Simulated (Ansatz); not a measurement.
Levels about the gap of amorphous Hf18O37Ca (56 atoms in a cell of 727 Å³, 8.78 g/cm³; zone centre alone, so wide bands show as single levels with stretches between that a denser mesh fills), at the geometry that PBE relaxed, where it gives 1.4 GPa on a denser mesh. The participation number counts the atoms over which a state spreads; weights are charges in smoothed Voronoi cells. The levels come from a single point, so bond lengths are those of that geometry. Method of the levels: r2SCAN, scalar-relativistic without spin-orbit coupling (Ansatz, a first-principles code). Sampling: the zone centre alone; Fermi-Dirac width 0.02 eV; no spin polarisation. At PBE the levels at the filled edge of the gap are localised (band-tail or defect states).

Preparation: random packing, a CHGNet melt and quench, and a DFT relaxation. O atoms were pushed apart under 1.9 Å during the dynamics, to hinder bonds among them. The hot cell started wider than the set density and was brought back towards it in steps. It is the lowest in DFT energy of 2 quenches. It is a model cell: composition and starting density were chosen by hand, and all elements were melted together. No dispersion term was used. Its density started from a set value of 8.78 and ended at 8.78 g/cm³. The simulated quench (nominally 380 K/ps over its main leg) is rapid and tends to freeze in more defects than a deposited or slowly cooled glass has. A cell of this size samples the disorder only roughly. The volume was held where the preparation left it and the shape relaxed, at a PBE pressure of 1.4 GPa. Stress components on the final sampling reach 1.4 GPa.

```tsv
E - E(highest filled), eV	filling	participation number	largest on	weight O	weight Hf	weight Ca
-0.43	filled	13.4	O, 3 neighbours	0.93	0.06	0.01
-0.40	filled	10.8	O, 3 neighbours	0.94	0.06	0.00
-0.29	filled	17.2	O, 3 neighbours	0.94	0.06	0.00
-0.27	filled	14.6	O, 3 neighbours	0.94	0.06	0.00
-0.26	filled	14.2	O, 3 neighbours	0.95	0.04	0.00
-0.16	filled	13.7	O, 3 neighbours	0.95	0.05	0.00
0.00	filled	7.1	O, 3 neighbours	0.95	0.04	0.00
4.50	empty	23.9	Hf, 7 neighbours	0.45	0.54	0.01
4.61	empty	24.4	Hf, 6 neighbours	0.38	0.61	0.00
4.80	empty	21.8	Hf, 6 neighbours	0.46	0.54	0.00
4.93	empty	26.8	Hf, 6 neighbours	0.40	0.59	0.01
4.97	empty	23.3	Hf, 7 neighbours	0.37	0.62	0.01
5.02	empty	27.1	Hf, 6 neighbours	0.37	0.63	0.00
5.05	empty	23.2	Hf, 6 neighbours	0.39	0.61	0.01
```

Most localised among these is the filled level at +0.00 eV, on a O atom, which has 3 neighbours (Hf 1.98 Å, Hf 2.07 Å, Hf 2.48 Å).
